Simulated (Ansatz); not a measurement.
Defect: interstitial Na in rutile TiO2, charge state +1. All values below come from PBE, PAW (plane waves to 420 eV; Ansatz, a first-principles code).

Cell of 72 host sites held at the relaxed PBE lattice; one k-point at (0.250, 0.250, 0.250); Fermi-Dirac width 0.01 eV, spin-restricted; finite-size errors left in. Energies are static. The charge state is imposed; whether it is stable for some Fermi level was not computed. Sites that were not tried may lie lower. The start lies 0.13 eV above the lowest site run (PBE).

Barriers: single points on a 2×2×2 k-point mesh shifted by half a step at the bands' geometries.

The step: Na moves alone to another site. Atoms about the jump, Cartesian Å from the middle of the jump, before and after:

```tsv
atom	x0	y0	z0	x1	y1	z1
Na1	0.00	0.00	0.65	0.00	0.00	-0.65
O2	1.06	1.70	0.75	0.89	1.46	0.70
O3	-1.06	-1.70	0.76	-0.89	-1.46	0.70
O4	-1.46	0.90	-0.69	-1.69	1.06	-0.73
O5	1.46	-0.90	-0.69	1.69	-1.06	-0.73
O6	-1.42	0.86	2.17	-1.42	0.89	2.20
O7	1.43	-0.86	2.17	1.42	-0.89	2.20
O8	0.90	1.43	-2.17	0.86	1.43	-2.15
O9	-0.90	-1.43	-2.17	-0.86	-1.43	-2.15
Ti10	-2.65	0.04	0.75	-2.54	0.05	0.75
Ti11	2.66	-0.04	0.76	2.53	-0.04	0.75
Ti12	0.03	2.55	-0.71	0.02	2.66	-0.73
Ti13	-0.03	-2.55	-0.73	-0.02	-2.66	-0.74
Ti14	-0.15	-2.44	2.21	-0.04	-2.20	2.17
Ti15	0.16	2.44	2.22	0.03	2.20	2.18
Ti16	2.20	-0.02	-2.16	2.46	-0.15	-2.19
Ti17	-2.20	0.01	-2.16	-2.45	0.14	-2.19
```

Task: Predict the transition state.

Result: 
| atom | x | y | z |
|---|---|---|---|
| Na1 | 0.00 | 0.00 | 0.03 |
| O2 | 1.02 | 1.61 | 0.75 |
| O3 | -1.01 | -1.61 | 0.76 |
| O4 | -1.60 | 1.01 | -0.73 |
| O5 | 1.60 | -1.00 | -0.73 |
| O6 | -1.39 | 0.86 | 2.15 |
| O7 | 1.40 | -0.86 | 2.15 |
| O8 | 0.86 | 1.40 | -2.13 |
| O9 | -0.86 | -1.40 | -2.13 |
| Ti10 | -2.64 | 0.03 | 0.77 |
| Ti11 | 2.64 | -0.02 | 0.78 |
| Ti12 | 0.01 | 2.65 | -0.75 |
| Ti13 | -0.01 | -2.64 | -0.75 |
| Ti14 | -0.07 | -2.27 | 2.18 |
| Ti15 | 0.09 | 2.29 | 2.18 |
| Ti16 | 2.26 | -0.05 | -2.16 |
| Ti17 | -2.27 | 0.06 | -2.16 |
It lies 0.081 eV above the start and 0.081 eV above the end. The saddle point's order was not checked, and it lies on a symmetry element of the cell, where a band can be held.
